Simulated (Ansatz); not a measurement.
## Li interstitial (silicon host)

All values below come from PBE, PAW (plane waves to 420 eV; Ansatz, a quantum-chemistry and plane-wave program). The supercell holds 64 host sites (2×2×2 repeats of the unit cell), with a 2×2×2 shifted k-point sampling for the final energies. Site at the start: void with 6Si nearest. Finite-size correction: monopole term and site-potential alignment. Dielectric constants: PBE linear response of the host. Host gap at this level: 0.61 eV. A cell of this size leaves errors of a few tenths of an eV. The semilocal functional narrows the gap, so deep levels can fall outside it. Spin–orbit coupling is left out. Each state is the lowest found from its start.

Formation energies E_f are given with the Fermi level at the valence-band maximum. Chemical conditions: host crystal and elements as references (Δμ(Li) = 0.00 eV; Li taken from its element, since no compound that bounds it was computed at this level; only phases computed here count, gases as isolated molecules at 0 K). Reference phases: Li: bcc Li.

The name describes the start; the neighbours show where the added atom ended.

```
charge         moment (μB)  point group  largest move off a lattice site (Å)  neighbours of the added atom at the end (Å)  image correction with alignment (eV)  E_f, host crystal and elements as references (eV)
------  ------------------  -----------  -----------------------------------  -------------------------------------------  ------------------------------------  -------------------------------------------------
+1      not spin-polarised           Td                                 0.08           Si 2.45, Si 2.45, Si 2.45, Si 2.45                                  0.19                                              -0.28
0†              fractional            –                                 0.09           Si 2.45, Si 2.45, Si 2.45, Si 2.45                                  0.01                                               0.47
```

† Not settled in this cell, so no level is given: charge 0: fractional moment, a level filled in part, carriers not clearly localised, level within 0.1 eV of a band edge or past it.

Point groups are those of the whole cell at tolerances of 0.03 and 0.1 Å ("near" where only the looser one holds); none is given for unsettled states.

No other site or start that was run ended lower by more than 0.1 eV.
